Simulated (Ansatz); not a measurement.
Start from CeO$_{2}$ in the fluorite structure (space group Fm-3m, No. 225; a = 5.4643 Å).

Method: PBE in Ansatz (plane waves to 420 eV, PAW, scalar-relativistic without spin-orbit coupling).

For the base:

```
Property                Value
-------------------  --------
Pressure             0.0 kbar
Smallest direct gap   1.97 eV
Band gap              1.89 eV
```

It is then changed as follows: the cell is scaled by 1.0034 in all directions; the atoms relax in the strained cell.

### Question
How does this affect the pressure?

### Answer
The pressure goes from zero to -17.3 kbar.

### Question
What does the calculation give for the smallest direct gap after the change?

### Answer
The smallest direct gap drops by 0.03 eV (1.97 eV → 1.94 eV).

### Question
Estimate the effect on the band gap.

### Answer
The band gap decreases by 0.03 eV to 1.86 eV.

No phonon test of stability was made. Starting moments died away, wholly or in part, for the base; another magnetic solution may exist. The final runs are not spin-polarised.

Ansatz is an electronic-structure program.
